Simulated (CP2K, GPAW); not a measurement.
A GPAW input for a self-consistent single point of NbC (Fm-3m, 2 atoms in the cell) (DFT LDA (Perdew-Wang 92), plane waves, GPAW PAW datasets LDA (gpaw-data 1.0.1)):

```python
from ase import Atoms
from ase.units import GPa
from gpaw import GPAW, PW

atoms = Atoms(['Nb', 'C'],
              cell=[[0.000000, 2.226320, 2.226320],
                    [2.226320, 0.000000, 2.226320],
                    [2.226320, 2.226320, 0.000000]],
              positions=[[0.000000, 0.000000, 0.000000],
                         [2.226320, 2.226320, 2.226320]],
              pbc=True)

calc = GPAW(mode=PW(950),
            xc='LDA',
            kpts={'size': (10, 10, 10), 'gamma': True},
            occupations={'name': 'methfessel-paxton', 'width': 0.1, 'order': 0},
            nbands=-8,
            convergence={'density': 1e-05},
            symmetry={'symmorphic': False, 'tolerance': 0.0005},
            maxiter=120)

atoms.calc = calc

energy = atoms.get_potential_energy()
print('Energy (eV):', round(energy, 6))
forces = atoms.get_forces()
print('Forces (eV/Ang):')
print(forces.round(5))
stress = atoms.get_stress()
print('Stress (GPa, Voigt):', (stress / GPa).round(4))
```

Problem. Write the same calculation as an input for CP2K.

Solution. This is the input that was run; spellings and numerical settings could be chosen otherwise.

```
&GLOBAL
  PROJECT calc
  RUN_TYPE ENERGY_FORCE
  PRINT_LEVEL MEDIUM
&END GLOBAL
&FORCE_EVAL
  METHOD Quickstep
  STRESS_TENSOR ANALYTICAL
  &DFT
    BASIS_SET_FILE_NAME BASIS_MOLOPT_UZH
    POTENTIAL_FILE_NAME POTENTIAL_UZH
    &QS
      METHOD GPW
      EPS_DEFAULT 1E-10
    &END QS
    &MGRID
      CUTOFF 500
      REL_CUTOFF 60
      NGRIDS 5
    &END MGRID
    &SCF
      SCF_GUESS ATOMIC
      EPS_SCF 1E-6
      MAX_SCF 100
      ADDED_MOS 4
      &DIAGONALIZATION
        ALGORITHM STANDARD
      &END DIAGONALIZATION
      &MIXING
        METHOD BROYDEN_MIXING
        ALPHA 0.3
        NBUFFER 12
        BETA 1.5
      &END MIXING
      &SMEAR ON
        METHOD GAUSSIAN
        SIGMA [eV] 0.1
      &END SMEAR
    &END SCF
    &KPOINTS
      SCHEME MONKHORST-PACK 10 10 10
      GAMMA_CENTERED T
    &END KPOINTS
    &XC
      &XC_FUNCTIONAL PADE
      &END XC_FUNCTIONAL
    &END XC
    &PRINT
      &MO
        EIGENVALUES T
        OCCUPATION_NUMBERS T
        NDIGITS 8
        FILENAME mo
        &EACH
          QS_SCF 0
        &END EACH
        ADD_LAST NUMERIC
      &END MO
      &MULLIKEN ON
      &END MULLIKEN
    &END PRINT
  &END DFT
  &SUBSYS
    &CELL
      A 3.14849200 0.00000000 0.00000000
      B 1.57424600 2.72667400 0.00000000
      C 1.57424600 0.90889100 2.57073300
      PERIODIC XYZ
    &END CELL
    &COORD
      SCALED
      Nb       0.00000000     0.00000000     0.00000000
      C        0.50000000     0.50000000     0.50000000
    &END COORD
    &KIND Nb
      BASIS_SET DZVP-MOLOPT-PBE-GTH-q13
      POTENTIAL GTH-PBE-q13
    &END KIND
    &KIND C
      BASIS_SET DZVP-MOLOPT-PBE-GTH-q4
      POTENTIAL GTH-PBE-q4
    &END KIND
  &END SUBSYS
  &PRINT
    &FORCES ON
    &END FORCES
    &STRESS_TENSOR ON
    &END STRESS_TENSOR
  &END PRINT
&END FORCE_EVAL
```

Basis, cutoffs, solver keys and any potentials are the target program's own. This input uses DFT LDA (Pade form), GPW, DZVP-MOLOPT-PBE-GTH basis, GTH-PBE potentials (POTENTIAL_UZH). LDA parametrisations can differ slightly between programs.

The starting cell comes from a database of computed structures (which also holds hypothetical and non-ambient phases and stackings), without a prior relaxation at this level. Its lattice was rescaled by a random factor within 2.5 % of one.
